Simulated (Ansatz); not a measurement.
The structure below was relaxed with DFT with r2SCAN+rVV10, PAW potentials and a 500 eV plane-wave cutoff in Ansatz (an electronic-structure program), scalar-relativistic without spin-orbit coupling, at pressure 30 GPa.

```yaml
crystal:
  lattice:
    - [3.09392, 0.00000, 0.00000]
    - [-1.54696, 2.67941, 0.00000]
    - [0.00000, 0.00000, 11.58298]
  atoms:
    - { symbol: W, position: [0.33333, 0.66667, 0.25000] }
    - { symbol: W, position: [0.66667, 0.33333, 0.75000] }
    - { symbol: Se, position: [0.33333, 0.66667, 0.60464] }
    - { symbol: Se, position: [0.66667, 0.33333, 0.10464] }
    - { symbol: Se, position: [0.66667, 0.33333, 0.39536] }
    - { symbol: Se, position: [0.33333, 0.66667, 0.89536] }
```

### Question
Find the space group and the Wyckoff positions.

### Answer
Space group P6₃/mmc (No. 194); a = b = 3.0939 Å, c = 11.5830 Å, α = β = 90.00°, γ = 120.00°

| atom | site | symmetry | x | y | z |
|---|---|---|---|---|---|
| W | 2c | -6m2 | 0.3333 | 0.6667 | 0.2500 |
| Se | 4f | 3m. | 0.6667 | 0.3333 | 0.1046 |

### Question
Describe the coordination.

### Answer
The crystal has 6 atoms in its conventional cell. Lattice parameters: a = b = 3.094 Å, c = 11.583 Å, α = β = 90.00°, γ = 120.00°. W is surrounded by 6 Se at 2.455 Å (trigonal prismatic). Se has 3 W at 2.455 Å (trigonal pyramidal). (Neighbours: up to the widest gap in distance over summed covalent radii, below 1.35, at either atom; cation-cation and far metal-metal contacts left out.)

With W present, leaving out spin-orbit coupling can change the band edges. Load acts through the strain it causes; cell and atoms are relaxed under it. Stability against distortions was not tested. Competing high-pressure phases were not computed. The cell was made from WSe₂ in the 2H-MoS2 type structure (space group P6_3/mmc, No. 194; layered, stacked along the Cartesian z axis) by this change: pressure 30 GPa.
